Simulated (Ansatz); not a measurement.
# A computed series for Sc: response to strain

Consider Sc in the hcp (Mg type) structure (space group P6_3/mmc, No. 194; a = 3.318 Å, c = 5.186 Å; relaxed with 0.1 eV smearing). Axes: x lies along a and z along c of the hexagonal cell.

Strains are applied to the cell and any free atomic positions relax; under biaxial strain the out-of-plane vector relaxes too.

All numbers come from PBE (Ansatz, a first-principles code), no SOC.

Candidates:
(a) biaxial strain +1.50 %, plane normal [001], relaxed out of plane
(b) biaxial strain −0.50 %, plane normal [001], relaxed out of plane
(c) biaxial strain −3.00 %, plane normal [001], relaxed out of plane
(d) biaxial strain +2.00 %, plane normal [001], relaxed out of plane

**Question.** Order them by out-of-plane strain, lowest first.

**Answer.** (d) biaxial strain +2.00 %, plane normal [001], relaxed out of plane (-1.10 %), (a) biaxial strain +1.50 %, plane normal [001], relaxed out of plane (-0.83 %), (b) biaxial strain −0.50 %, plane normal [001], relaxed out of plane (+0.29 %), (c) biaxial strain −3.00 %, plane normal [001], relaxed out of plane (+1.89 %)

Stability against distortions was not tested. All final runs are without spin polarisation.
